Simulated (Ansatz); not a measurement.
A relaxation of cell and atoms of InCu3 (P6_3/mmc, 8 atoms in the cell) with Ansatz (a program for electronic structure).

Method: PBEsol, PAW files made with PBE (plane waves; Ansatz).

```
CELL_PARAMETERS angstrom
      5.56792     0.00000     0.00000
     -2.78396     4.82196     0.00000
      0.00000     0.00000     4.42199
ATOMIC_POSITIONS crystal
  In 0.33333 0.66667 0.75000
  In 0.66667 0.33333 0.25000
  Cu 0.15638 0.31276 0.25000
  Cu 0.84362 0.68724 0.75000
  Cu 0.84362 0.15638 0.75000
  Cu 0.15638 0.84362 0.25000
  Cu 0.68724 0.84362 0.25000
  Cu 0.31276 0.15638 0.75000
```

Reference input (self-consistent single point, DFT, PBEsol, plane waves, PAW files made with PBE): kpoints.mp_grid.grid = 5 5 5; hamiltonian.xc = pbesol; hamiltonian.pseudopotentials = {kind: paw} (the program's default PAW files); scf.occupations.method = fermi_dirac; scf.occupations.width = 0.05 eV. This run's input differs from it in these lines:

```diff
@@ -22,2 +22,4 @@
   occupations: { method: fermi_dirac, width: 0.05 }
+relax:
+  cell: {}
 output:
```

The program printed (abridged):

```
   [... SCF lines of the steps left out ...]
relax step   1: F+E_penalty+E_count = -50583.31654936 eV  Δ(F+E_penalty+E_count) = +0.000e0 eV  max|allowed force component| = 1.013e-1 eV/Å  Δτ_max = 0.0000 Å  P = -9.179 GPa  Ω = 118.723 Å³  (10 SCF iters, dr2 threshold 1.00e-7 eV, accepted)
relax step   2: F+E_penalty+E_count = -50583.61238530 eV  Δ(F+E_penalty+E_count) = -2.958e-1 eV  max|allowed force component| = 1.469e-1 eV/Å  Δτ_max = 0.0281 Å  P = +1.581 GPa  Ω = 107.414 Å³  energy of the carried Pulay correction = +6.007e-3 eV  [...]
   [... lines left out ...]
relax step   6: F+E_penalty+E_count = -50583.62872432 eV  Δ(F+E_penalty+E_count) = -1.146e-5 eV  max|allowed force component| = 2.430e-5 eV/Å  Δτ_max = 0.0002 Å  P = -0.002 GPa  Ω = 108.890 Å³  energy of the carried Pulay correction = +5.189e-3 eV  [...]
relax step   7: F+E_penalty+E_count = -50583.62295318 eV  Δ(F+E_penalty+E_count) = +5.771e-3 eV  max|allowed force component| = 2.536e-4 eV/Å  Δτ_max = 0.0000 Å  P = +0.007 GPa  Ω = 108.890 Å³  stress off target by 8.41e-3 GPa  SCF on the basis [...]
basis re-selected at this cell: Δ(F+E_penalty+E_count) = +5.771e-3 eV, ΔP = +0.009 GPa vs the last step
the relaxation is at rest under the 24 symmetry operations that the run kept from its start: a minimum is not shown …
Free energy (F): -50583.622953 eV
Internal energy: -50583.608521 eV  (E = F + TS)
E sigma→0 (E₀):  -50583.615737 eV
Entropy (-TS):   -0.014432 eV (-1.804 meV/atom)
Fermi energy:    15.958795 eV
--- Forces (eV/Å), atoms counted from 1 ---
  atom   1  In    -0.00000000    -0.00000000     0.00000000
   [... lines left out ...]
  cell:  # Å, volume = 108.8898 Å³
   [... lines left out ...]
    - { symbol: Cu, position: [0.8431389539317841, 0.6862779078635679, 0.75] }
    - { symbol: Cu, position: [0.8431389539317842, 0.156861046068216, 0.75] }
    - { symbol: Cu, position: [0.15686104606821594, 0.843138953931784, 0.25] }
    - { symbol: Cu, position: [0.6862779078635679, 0.8431389539317842, 0.25] }
    - { symbol: Cu, position: [0.313722092136432, 0.156861046068216, 0.75] }
```

The run converged.  The full log also holds: “iter 5 did not close the SCF: its close was put off for the readings that it lacked (scf_convergence_deferred on its scf_iter line)”. The full log also holds: “iter 4 did not close the SCF: its close was put off for the readings that it lacked (scf_convergence_deferred on its scf_iter line)”.

Summary of the result:
* **Free energy E − TS (on the zero of these files)**: -50583.6230 eV
* **Fermi level (on the code's own zero)**: 15.96 eV
* **Pressure**: 0.01 GPa
* **Final cell**: a = 5.412 Å, b = 5.412 Å, c = 4.293 Å, α = 90.00°, β = 90.00°, γ = 120.00°
* **Final volume per atom**: 13.61 Å³
* **Relaxation steps**: 7

The starting cell comes from a database of computed structures (which also holds hypothetical and non-ambient phases and stackings), without a prior relaxation at this level. Its lattice was rescaled by a random factor within 2.5 % of one. Spin polarisation is off. The relaxation keeps the symmetry of its start, so its end need not be a minimum. Ansatz's pressure includes its estimate of the finite-basis (Pulay) stress.

Cost on one core of a shared machine: roughly 70 s.

Keys are those of Ansatz 0.2.
